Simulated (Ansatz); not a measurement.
We consider cubic perovskite CsPbCl3 (cubic high-temperature phase), described by PBEsol (plane waves, PAW; Ansatz, an electronic-structure program).

Run with plane-wave cutoff 520 eV, 4×4×4 k mesh, scalar-relativistic PAW data made under PBE.

Computed at the level's own relaxed cell.

Hill averages of the elastic tensor: K = 25.1 GPa, G = 10.0 GPa. Volume 35.597 Å³/atom, mean atomic mass 89.293 u.

Question: Work out the density, the sound velocities of a polycrystal and the elastic Debye temperature at this level.

Answer: ρ = 1.66054 × 89.293/35.597 = 4.165 g/cm³. v_l = √[(K + 4G/3)/ρ] = 3.038 km/s and v_t = √(G/ρ) = 1.550 km/s. The mean follows from 3/v_m³ = 1/v_l³ + 2/v_t³: v_m = 1.737 km/s. Θ_D = (ħ/k_B) v_m (6π²/V)^(1/3) = 76.38 K Å s/km × 1.737 × 1.1849 Å⁻¹ = 157 K, counting all atoms of the cell.

Note: the relaxation could not lower the start's symmetry, so the cell can be a saddle point above a distorted one.
